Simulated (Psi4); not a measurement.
Psi4 1.11, B3LYP/def2-svp, scf_type cd: benzothiadiazole (c1ccc2nsnc2c1), 13 atoms. The geometry is a generated start, not checked to be a minimum at this level.

* **task**: energy
* **method**: b3lyp
* **basis**: def2-svp
* **memory**: 64 GB
* **scf_type**: cd
* **cholesky_tolerance**: 1e-06
* **guess**: auto, which took SAD (default)
* **diis_max_vecs**: 10 (default)
* **scf_initial_accelerator**: adiis (default)
* **e_convergence**: 1e-06 (default)
* **d_convergence**: 1e-06 (default)
* **dft_radial_points**: 75 (default)
* **dft_spherical_points**: 302 (default)
* **basis functions**: 150
* **grid points**: 271019

Hardware: AMD EPYC (Zen 5), 96 cores on 1 socket, no SMT, 12 L3 cache groups; 94 cores' worth of CPU time may be used.

Run on 32 threads, it takes 9.3 s from launch to exit:

```bash
OMP_NUM_THREADS=32 psi4 -n 32 -o stdout input.dat
```

From its output:

```
  Memory set to  59.605 GiB by Python driver.
                       32 Threads,  61035 MiB Core
  Running in c1 symmetry.
  SCF Algorithm Type is CD.
  Guess Type is SAD.
    Number of basis functions: 150
    Total Points           =         271019
  ==> CDJK: Cholesky-decomposed J/K Matrices <==
    OpenMP threads:                32
    Memory [MiB]:               44907
    Algorithm:                   Core
...
Wall Time:        8.92 seconds

                                                       Time (seconds)
Module                                       User      System        Wall        Calls
V: Grid                             :      4.317u      0.133s      0.099w      1 calls
CD: cholesky decomposition          :    116.833u      1.517s      6.477w      1 calls
HF: Guess                           :     10.950u      0.750s      0.219w      1 calls
SAD Guess                           :     10.900u      0.750s      0.219w      1 calls
HF: Form G                          :     64.300u      0.183s      1.210w     13 calls
RV: Form V                          :     54.883u      0.033s      1.029w     13 calls
JK: JK                              :      9.333u      0.150s      0.178w     13 calls
JK: J                               :      3.883u      0.033s      0.067w    117 calls
JK: K                               :      5.083u      0.083s      0.107w    117 calls
JK: K1                              :      3.017u      0.067s      0.067w    117 calls
HF: DIIS                            :      8.317u      0.183s      0.160w     12 calls
```

Times are wall-clock medians of two to five runs, from launch to exit, with nothing else on the machine. Processes are pinned to neighbouring cores unless said otherwise. The times hold for this build (conda-forge: OpenMP (LLVM), MKL, Libint2). Scratch files lie in a memory file system.

Task: What holds this run back, and which change relieves it on the same cores with the result kept within 1.0 meV/atom in energy?

Result: The largest part is set-up of the integrals (fitting, PK, Cholesky), 70 % of the time from launch to exit. One change that relieves it (others may too): going from scf_type = cd, cholesky_tolerance = 1e-06 to scf_type = df (default), cholesky_tolerance = not set, the fastest of the measured ones that keep the result: 9.3 s to 2.9 s (3.2× as fast). The largest move is in set-up of the integrals (fitting, PK, Cholesky): 6.5 s to 0.16 s. What the program resolved moves too: JK builder from CDJK to MemDFJK. These two results differ by: energy 0.067 meV/atom. Others tried: scf_type = direct, screening = density, ints_tolerance = 1e-08, cholesky_tolerance = not set (3.3 s); scf_type = direct, screening = density, ints_tolerance = 1e-12, cholesky_tolerance = not set (3.3 s); scf_type = direct, screening = schwarz, ints_tolerance = 1e-12, cholesky_tolerance = not set (3.3 s); scf_type = direct, screening = none, ints_tolerance = 1e-12, cholesky_tolerance = not set (3.3 s); scf_type = direct, screening = csam, ints_tolerance = 1e-08, cholesky_tolerance = not set (3.4 s). Repeats scatter by up to 6 %. Launch, exit and the like take 0.97 s of the 2.9 s.
